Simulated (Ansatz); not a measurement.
**Hypothetical Pm-3n BN, response to strain**

The reference is BN (space group Pm-3n, No. 223; a = 4.440 Å; a hypothetical phase, not in the database extracts checked). Axes: x, y, z lie along the cube axes.

Strains are applied to the cell and any free atomic positions relax; under biaxial strain the out-of-plane vector relaxes too; under stress the whole cell relaxes.

Calculations: PBE in Ansatz (plane waves to 420 eV, PAW, no spin-orbit coupling).

Notes on the quantities. energy relative to the base: free energy F.

| variant | energy relative to the base | gap character | band gap |
|---|---|---|---|
| base | 0 meV/atom | indirect, Γ → Γ–X (83 % along) | 4.55 eV |
| biaxial strain −3.61 %, plane normal [001], relaxed out of plane | +49 meV/atom | indirect, Γ → Γ–X (83 % along) | 4.18 eV |
| isotropic strain −1.56 % | +15 meV/atom | indirect, Γ → Γ–X (83 % along) | 4.58 eV |
| uniaxial strain ε_zz = −2.66 % | +12 meV/atom | indirect, Γ → Γ–Z (83 % along) | 4.13 eV |
| uniaxial stress, 0.5 GPa tension along z | 0.0 meV/atom | indirect, Γ → Γ–X (83 % along) | 4.55 eV |

Stability under load was not tested beyond the relaxation. k-point labels follow each cell's own Brillouin zone.

Ansatz is an electronic-structure program.
